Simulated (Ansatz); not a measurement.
Consider Os in the hcp (Mg type) structure (space group P6_3/mmc, No. 194; a = 2.754 Å, c = 4.347 Å; relaxed with 0.1 eV smearing). Axes: x lies along a and z along c of the hexagonal cell.

Method: plane-wave PAW DFT at the PBE level (Ansatz, a program for electronic structure, 420 eV), no spin-orbit coupling.

The change: uniaxial strain ε_yy = −1.02 %, all other strain components held at zero, atoms relaxed at fixed cell.

Task: Predict the stress tensor and what it implies for the stiffness.

Result: Stress of the strained cell less that of the base (GPa, compression positive):
```
    2.3     0.0     0.0
    0.0     7.8     0.0
    0.0     0.0     2.3
```

Then −Δσ_ii/ε with ε = -0.0102 gives relaxed-ion elastic constants: C22 ≈ 762 GPa, C12 ≈ 228 GPa and C23 ≈ 222 GPa.

No phonon test of stability was made. All final runs are without spin polarisation.
